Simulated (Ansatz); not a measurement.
Band structure of LaC2 (I4/mmm, 3 atoms in the cell).

```
LaC2
1.0
   -1.97717     1.97717     3.28824
    1.97717    -1.97717     3.28824
    1.97717     1.97717    -3.28824
La C
1 2
Cartesian
  0.00000   0.00000   0.00000
  0.00000   0.00000   2.64283
  0.00000   0.00000   3.93366
```

Method: PBEsol, default PAW files made with PBE (plane waves; Ansatz, a first-principles code).

Settings: kpoints.mp_grid.grid = 14 14 14; hamiltonian.xc = pbesol; hamiltonian.pseudopotentials = {kind: paw} (the program's default PAW files); scf.occupations.method = fermi_dirac; scf.occupations.width = 0.0073 Ry; kpoints.band_path.npoints = 8.

The starting cell comes from a database of computed structures (which also holds hypothetical and non-ambient phases and stackings), without a prior relaxation at this level. Its lattice was rescaled by a random factor within 2.5 % of one.

Levels in eV from the Fermi level, bands 7 to 13:
| point | 7 | 8 | 9 | 10 | 11 | 12 | 13 |
|---|---|---|---|---|---|---|---|
| Γ | -4.78 | -3.20 | -3.20 | -0.09 | -0.09 | 0.55 | 1.85 |
| X | -3.59 | -3.46 | -3.11 | -2.22 | 2.10 | 2.15 | 2.20 |
| Y | -4.31 | -3.66 | -3.15 | -0.65 | 1.84 | 2.16 | 2.25 |
| S | -4.65 | -4.21 | -3.02 | 1.16 | 1.55 | 1.80 | 2.32 |
| Z | -3.39 | -3.39 | -2.69 | -0.72 | 2.24 | 2.26 | 2.29 |
| S1 | -4.65 | -4.21 | -3.02 | 1.16 | 1.55 | 1.80 | 2.32 |
| N | -4.92 | -4.54 | -2.25 | 1.04 | 1.49 | 1.98 | 2.37 |
| P | -3.56 | -3.56 | -2.20 | -0.20 | -0.20 | 2.17 | 2.17 |
| Y1 | -4.31 | -3.66 | -3.15 | -0.65 | 1.84 | 2.16 | 2.25 |

Bands cross the Fermi level along this path, so the cell is metallic at this level.

Keys are those of Ansatz 0.2.
